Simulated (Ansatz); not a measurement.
A self-consistent single point of MgAlCrO4 (P1, 7 atoms in the cell) with Ansatz (a program for electronic structure).

Level of theory: PBEsol+U, default PAW files made with PBE (plane waves; Ansatz).

```
MgAlCrO4
1.0
    2.93582     0.00000     0.00000
    0.13372     5.10557     0.00000
    0.09683     1.35417     4.99445
Mg Al Cr O
1 1 1 4
Direct
  0.98832   0.79049   0.80101
  0.01058   0.47188   0.46919
  0.48009   0.09210   0.08142
  0.00354   0.19141   0.80109
  0.49885   0.64157   0.64350
  0.99725   0.81036   0.19304
  0.52548   0.32360   0.32149
```
Moments meant for the start (each program seeds them in its own way; μB, in the order of the atoms Mg Al Cr O O O O): 0.0 0.0 3.0 0.0 0.0 0.0 0.0.

Reference input (self-consistent single point, DFT, PBEsol+U, plane waves, default PAW files made with PBE): basis.ecutwfc = 30.9 Ry; kpoints.mp_grid.grid = 7 5 4; hamiltonian.xc = pbesol; hamiltonian.pseudopotentials = {kind: paw} (the program's default PAW files); hamiltonian.hubbard.sites = [{species: Cr, l: d, u_eff: 3.7}] eV; magnetization.spin_polarized = true; scf.occupations.method = gaussian; scf.occupations.width = 0.0015 Ry. This run's input differs from it in these lines:

Ansatz 0.2 input:
```diff
@@ -15,2 +15,3 @@
   ecutwfc: 30.9 Ry
+  ecutrho_ratio: 2
 kpoints:
```

Log, with long lists cut:

```
SCF iter   1: F=—  HF=-8032.331746 eV  |F-HF|=—  |Δ(HF+E_count)|=         —  Δρ=4.85e-2 (↑4.85e-2 ↓3.67e-2)  dr2=5.21e0  dr2_m=2.99e-1  M=3.000 μB ∫|m|=3.830 μB  β_m=1.00  ethr=3.10e-3  ⟨swp⟩=6.3  Hψ=22018  notcnv=0
all-band conjugate gradients solve this SCF's bands
preconditioner: auto → Kerker (q_TF=auto, 2.559 Å⁻¹)
spin=Collinear: Kerker preconditioning applied to the charge; magnetization (m = ρ↑ − ρ↓) channel mixes plain (no charge-response kernel on spin).
   [... lines left out ...]
Mixer restart at iter 25: flushing history
SCF iter  26: F=-8032.389002 eV  HF=-8032.389002 eV  |F-HF|=2.04e-7  |Δ(HF+E_count)|=   5.54e-8  Δρ=1.01e-5 (↑1.01e-5 ↓6.81e-6)  dr2=2.21e-7  dr2_m=3.71e-9  M=3.000 μB ∫|m|=3.301 μB  β_m=1.00  ethr=3.88e-11  ⟨swp⟩=2.0  Hψ=7917  notcnv=0  κ⁻¹=1.0e0(r=1)
SCF iter  27: F=-8032.389002 eV  HF=-8032.389002 eV  |F-HF|=4.60e-9  |Δ(HF+E_count)|=   3.61e-8  Δρ=3.17e-6 (↑3.17e-6 ↓1.15e-6)  dr2=1.20e-8  dr2_m=1.23e-9  M=3.000 μB ∫|m|=3.301 μB  ethr=3.88e-11  ⟨swp⟩=1.8  Hψ=14245  notcnv=0
SCF 1 converged in 27 iterations: F = -8032.389002 eV  dr2 = 1.20e-8
Crystal: 7 atoms, lattice volume = 74.862 Å³
Initial density: read from a saved state, or passed on in memory by an earlier SCF of this step, an earlier step, the calling program or the single point that …
Starting moments: Σ|m| = 3 μB on 1 of 7 sites; this step starts from the density that it was given
Initial wavefunctions: those read from a saved state, or passed on in memory by an earlier step or the calling program
iter 1 solved again at ethr=2.35e-11 eV; its pass at ethr=1.96e-6 eV (dr2=1.20e-8 eV) is discarded
SCF iter   1: F=—  HF=-8032.389002 eV  |F-HF|=—  |Δ(HF+E_count)|=         —  Δρ=3.17e-6 (↑3.17e-6 ↓1.15e-6)  dr2=1.20e-8  dr2_m=1.23e-9  M=3.000 μB ∫|m|=3.301 μB  ethr=2.35e-11  ⟨swp⟩=1.0  Hψ=23058  notcnv=0
   [... lines left out ...]
preconditioner: auto → Resta (q_TF=auto, 2.559 Å⁻¹)
spin=Collinear: Resta preconditioning applied to the charge; magnetization (m = ρ↑ − ρ↓) channel mixes plain (no charge-response kernel on spin).
Absolute magnetization: 3.3077 μB (∫|ρ↑−ρ↓|, with the PAW one-centre terms)
Free energy (F): -8032.389002 eV
Fermi energy:    8.520914 eV
   [... lines left out ...]
  P = ⅓ Tr σ = -5.1483 GPa (-51.483 kbar)
  The stress holds the Pulay correction, which leaves out the density cutoff's part. Without it, at fixed plane waves, as pw.x and ABINIT print it …
Occupation matrices written to occupation_matrices
settings of this run that can trade accuracy for cost: basis.ecutrho_ratio < 4. Do not mix this run's numbers with those of runs without the same settings …
```

The run converged in 31 iterations.  The full log also holds: “WARN basis.ecutrho_ratio = 2 (ecutrho = 840.8318350010292 eV) is below the records' recommended cutoff”.

The starting cell comes from a database of computed structures (which also holds hypothetical and non-ambient phases and stackings), without a prior relaxation at this level. With one magnetic atom in the cell only a parallel order is possible. With U or open f shells several self-consistent states can exist. Ansatz's pressure includes its estimate of the finite-basis (Pulay) stress. Without the estimate this run gives -5.87 GPa. The cutoff lies below the one recommended for these files.

These are the values that this program gave, and no reference: magnets with a U can end in a higher state.

Cost on one core of a shared machine: roughly 3 min.
